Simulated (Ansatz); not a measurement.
# GaP with two functionals, x(As) = 0.667, 6 atoms, Imm2

Take GaP in the zinc blende structure (space group F-43m, No. 216; a = 5.506 Å) as the base.

(Cell as relaxed with PBE.)

Levels (all Ansatz, a quantum-chemistry and plane-wave program, PAW, earlier PAW set): PBE (420 eV, no spin-orbit coupling); r2SCAN (500 eV, no spin-orbit coupling).

Each level relaxes its own structure.

| base | PBE | r2SCAN |
|---|---|---|
| volume per atom | 20.87 Å³ | 20.25 Å³ |
| lattice parameter a | 10.406 bohr | 10.302 bohr |
| band gap | 1.58 eV | 1.85 eV |

Modification: a fraction x = 0.667 of the P sites is given to As, ordered in a cell of 6 atoms (starting symmetry Imm2) and fully relaxed.

```json
[
 {"quantity": "shortest interatomic distance", "PBE": "4.516 bohr", "r2SCAN": "[?]"},
 {"quantity": "band gap", "PBE": "0.58 eV", "r2SCAN": "[?]"},
 {"quantity": "shift of the gap caused by the change", "PBE": "-1.00 eV", "r2SCAN": "[?]"}
]
```

Q: What does r2SCAN give?

A: 
- shortest interatomic distance, r2SCAN: 4.467 bohr
- band gap, r2SCAN: 1.38 eV
- shift of the gap caused by the change, r2SCAN: -0.47 eV

PBE's shortest interatomic distance lies 0.0484 bohr above r2SCAN's (1.1 %); PBE's band gap lies 0.80 eV below r2SCAN's; PBE's shift of the gap caused by the change lies 0.53 eV below r2SCAN's. Neither level is exact; r2SCAN is the comparison here, not a measurement.

These are small ordered cells, not random alloys; other orderings at the same x differ. Stability against distortions was not tested.
